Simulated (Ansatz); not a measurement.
## Bulk modulus B0 of PdSn (model structure, started from the CoSn type, P6/mmm, No. 191, 6 atoms in the cell) at several levels of theory

No measured value is used here.

```csv
level (code),value (GPa),cell (Å³/atom)
LDA (Ansatz),127,19.60
PBEsol (Ansatz),[?],20.13
r²SCAN (Ansatz),111,20.54
```

Task: Fill in the missing entries.

Result: 
- PBEsol (Ansatz, a quantum-chemistry and plane-wave program), value (GPa): 117

The crystal itself was run without spin with LDA, PBEsol, r²SCAN; a magnetic state was not tried in these runs. LDA, PBEsol, r²SCAN: the bulk modulus is −V dP/dV from two relaxed cells at ±2 % in volume. Each level is taken at its own relaxed cell. Cutoffs differ between the levels. Ansatz's density-functional and Hartree–Fock values are scalar-relativistic unless marked +SOC, with PAW data made under PBE.

A model structure was made by putting elements into a prototype or built by hand; it is no filed structure, need not be a known phase, and can be a saddle point held by its symmetry.
